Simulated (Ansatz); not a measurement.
Ansatz (an electronic-structure program) run on CoAl (Pm-3m, 2 atoms in the cell): zone-centre phonon calculation.

Level of theory: PBEsol, default PAW files made with PBE (plane waves; Ansatz).

```
CoAl
1.0
    2.85142     0.00000     0.00000
    0.00000     2.85142     0.00000
    0.00000     0.00000     2.85142
Al Co
1 1
Direct
  0.50000   0.50000   0.50000
  0.00000   0.00000   0.00000
```

Reference input (self-consistent single point, DFT, PBEsol, plane waves, default PAW files made with PBE): basis.ecutwfc = 30.9 Ry; kpoints.mp_grid.grid = 12 12 12; hamiltonian.xc = pbesol; hamiltonian.pseudopotentials = {kind: paw} (the program's default PAW files); scf.occupations.method = gaussian; scf.occupations.width = 0.0073 Ry. This run's input differs from it in these lines:

Ansatz 0.2 input:
```diff
@@ -12,3 +12,3 @@
 kpoints:
-  mp_grid: { grid: [12, 12, 12] }
+  mp_grid: { grid: [21, 21, 21] }
 hamiltonian:
@@ -18,6 +18,4 @@
   occupations: { method: gaussian, width: 0.0073 Ry }
-output:
-  forces: true
-  eigenvalues: true
-  stress: true
+phonons:
+  method: dfpt
```

Output (repeated stretches shortened):

```
SCF iter   1: F=—  HF=-5618.774401 eV  |F-HF|=—  |Δ(HF+E_count)|=         —  Δρ=2.62e-2  dr2=9.75e-2  ethr=1.77e-3  ⟨swp⟩=4.2  Hψ=46772  notcnv=0
all-band conjugate gradients solve this SCF's bands
preconditioner: auto → none
SCF iter   2: F=—  HF=-5618.765366 eV  |F-HF|=—  |Δ(HF+E_count)|=   9.04e-3  Δρ=1.14e-2  dr2=2.09e-2  ethr=4.87e-4  ⟨swp⟩=2.0  Hψ=17824  notcnv=0  defer=13
   [... lines left out ...]
SCF iter   5: F=—  HF=-5618.763162 eV  |F-HF|=—  |Δ(HF+E_count)|=   2.25e-6  Δρ=2.52e-5  dr2=7.70e-8  ethr=2.14e-8  ⟨swp⟩=2.4  Hψ=14370  notcnv=0  defer=13
SCF iter   6: F=—  HF=-5618.763163 eV  |F-HF|=—  |Δ(HF+E_count)|=   9.48e-7  Δρ=6.30e-6  dr2=4.99e-9  ethr=3.85e-10  ⟨swp⟩=2.3  Hψ=14553  notcnv=0  defer=13
SCF iter   7: F=—  HF=-5618.763163 eV  |F-HF|=—  |Δ(HF+E_count)|=  5.35e-10  Δρ=3.24e-7  dr2=1.32e-11  ethr=2.49e-11  ⟨swp⟩=1.7  Hψ=12253  notcnv=0  defer=13
SCF iter   8: F=-5618.763163 eV  HF=-5618.763163 eV  |F-HF|=1.82e-12  |Δ(HF+E_count)|=  2.73e-12  Δρ=6.56e-8  dr2=2.27e-13  ethr=1.00e-12  ⟨swp⟩=5.2  Hψ=39918  notcnv=0
SCF 1 converged in 8 iterations: F = -5618.763163 eV  dr2 = 2.27e-13
DFPT response loops at Γ: preconditioner auto → Kerker (q_TF=auto, 2.662 Å⁻¹) (partly filled bands, converged f_vac=0.000) …
Free energy (F): -5618.763163 eV
Internal energy: -5618.759368 eV  (E = F + TS)
E sigma→0 (E₀):  -5618.761265 eV
Entropy (-TS):   -0.003795 eV (-1.898 meV/atom)
Fermi energy:    14.322384 eV
--- Phonons (Γ-DFPT): 2 representative perturbations + reference, on 726 of 9261 k-points (Σ response iterations 7) ---
  k mesh reduced under 8 symmetry operations, with k and −k counted as one. Each operation leaves every solved perturbation unchanged …
  ASR residual: 6.314e-5 → 0.000e0 eV/Å²; symmetrization residual: 1.382e-6 eV/Å²
  ASR residual per site (eV/Å²): 6.31e-5 1.87e-5
  Γ frequencies (cm⁻¹): 0.00 0.00 0.00 321.50 321.50 321.50
  non-analytic LO–TO correction: not included (Born effective charges unavailable; polar crystals: no LO–TO splitting at Γ)
```

The run converged in 8 iterations. 

Summary of the result:
| Property | Value |
|---|---|
| Free energy E − TS (on the zero of these files) | -5618.7632 eV |
| Fermi level (on the code's own zero) | 14.32 eV |
| Zone-centre frequencies (cm⁻¹; negative means imaginary) | 0, 0, 0, 322, 322, 322 |

The starting cell has typed, rounded lattice constants, without a prior relaxation at this level. Its lattice was rescaled by up to half a per cent. Spin polarisation is off.

Cost on one core of a shared machine: roughly 40 s.
